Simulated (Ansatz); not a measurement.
The structure below was relaxed with Kohn–Sham DFT with the PBE functional, run in Ansatz (a program for electronic structure) with PAW and 420 eV plane waves, scalar-relativistic without spin-orbit coupling, at pressure 5 GPa.

```xyz
4
Lattice="4.2487 0.0000 0.0000 -2.1244 3.6795 0.0000 0.0000 0.0000 6.9526" Properties=species:S:1:pos:R:3 pbc="T T T"
Cd     2.1244     1.2265     0.0002
Cd     0.0000     2.4530     3.4765
Se     2.1244     1.2265     4.3465
Se     0.0000     2.4530     0.8702
```

Question: Find the space group and the Wyckoff positions.

Answer: Space group P6₃mc (No. 186); a = 4.249 Å, b = 4.249 Å, c = 6.953 Å, α = 90.00°, β = 90.00°, γ = 120.00°

```json
[
 {"atom": "Cd", "site": "2b", "symmetry": "3m.", "x": "0.6667", "y": "0.3333", "z": "0.0000"},
 {"atom": "Se", "site": "2b", "symmetry": "3m.", "x": "0.3333", "y": "0.6667", "z": "0.1252"}
]
```

Load acts through the strain it causes; cell and atoms are relaxed under it. Stability against distortions was not tested. Measured, CdSe leaves this structure (for rock salt) near 2.72 GPa (temperature not stated; as listed in Datta, Sujoy, Jana, Debnarayan, arXiv (2020)), on rising pressure, with hysteresis. The cell was made from CdSe in the wurtzite structure (space group P6_3mc, No. 186) by this change: pressure 5 GPa.
